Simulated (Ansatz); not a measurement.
N on the 1x1 (111) surface of fcc Rh, one in a 2x1 cell, energies for each (12.7 Å²). Energies are against ½ N2(g), without zero-point or thermal terms; each row is named by its start.

All values below come from PBE (plane waves to 420 eV, PAW; Ansatz, a quantum-chemistry and plane-wave program).

Model: 9-atom slab, 6.5 Å thick at the start under the adsorbate (thin: gaps and levels are the slab's own), 6x12x1 mesh, Fermi-Dirac 0.1 eV, dipole correction, 4 atoms held, the rest relaxed; each run with such symmetry as its start has; spin where the adsorbate may keep a moment, no spin-orbit, no U, no dispersion correction.

A negative adsorption energy means that the adsorbate is more stable on the surface than in its reference. Starts that drift may end in the same place. Heights count from the host atoms within 0.3 Å of the top one.

```json
[
 {"starting site": "top Rh", "E_ads (eV)": "0.28", "height (Å)": "1.10", "nearest host atom (Å)": "Rh 1.85", "bonded to": "3 Rh", "Δ work function (eV)": "0.96", "lateral drift (Å)": "1.6", "moment (μB)": "0.0"},
 {"starting site": "hollow Rh-Rh-Rh over Rh at depth 2.2 Å", "E_ads (eV)": "0.20", "height (Å)": "1.10", "nearest host atom (Å)": "Rh 1.85", "bonded to": "3 Rh", "Δ work function (eV)": "0.88", "lateral drift (Å)": "0.1", "moment (μB)": "–"},
 {"starting site": "hollow Rh-Rh-Rh over Rh at depth 4.4 Å", "E_ads (eV)": "0.28", "height (Å)": "1.10", "nearest host atom (Å)": "Rh 1.85", "bonded to": "3 Rh", "Δ work function (eV)": "0.96", "lateral drift (Å)": "0.0", "moment (μB)": "–"},
 {"starting site": "bridge Rh-Rh (span 2.7 Å)", "E_ads (eV)": "0.20", "height (Å)": "1.10", "nearest host atom (Å)": "Rh 1.85", "bonded to": "3 Rh", "Δ work function (eV)": "0.87", "lateral drift (Å)": "0.9", "moment (μB)": "–"}
]
```
